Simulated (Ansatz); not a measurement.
Start from BN (space group P6_3/mmc, No. 194; a = 2.504 Å, c = 7.035 Å; layered, stacked along the Cartesian z axis).

Calculations: PBEsol/PAW in Ansatz (a program for electronic structure), spin-orbit coupling left out.

Carriers are added at fixed cell with a uniform background; the Fermi–Dirac width is that of 300 K.

One change was made to it. Results:

```csv
quantity,base,after
gap between the host's bands,4.25 eV,4.24 eV
Fermi level relative to the doped band's edge (positive inside the band; to 0.05 eV),–,+0.15 eV
gap character,"indirect, k = (0.296, 1/3, 0) in the run's primitive reciprocal basis → M","indirect, k = (0.296, 1/3, 0) in the run's primitive reciprocal basis → M"
```

Task: Which of these changes matches the shifts?
A. holes 1.0×10^21 cm⁻³
B. electrons 1.0×10^21 cm⁻³
C. holes 1.0×10^22 cm⁻³
D. holes 1.5×10^21 cm⁻³
E. holes 2.0×10^21 cm⁻³

Result: B, electrons 1.0×10^21 cm⁻³. For comparison, the gap between the host's bands in the other runs: holes 2.0×10^21 cm⁻³ gives 4.33 eV; holes 1.5×10^21 cm⁻³ gives 4.31 eV; holes 1.0×10^21 cm⁻³ gives 4.29 eV; holes 1.0×10^22 cm⁻³ gives 4.63 eV.

Carriers are added with a uniform compensating background; total energy and stress of such cells depend on the potential's zero and are not compared; many-body gap narrowing is missing at this level. Stability against distortions was not tested. The base started in Pnma and relaxed to P6_3/mmc at this level. No dispersion term is included in the PBEsol runs.
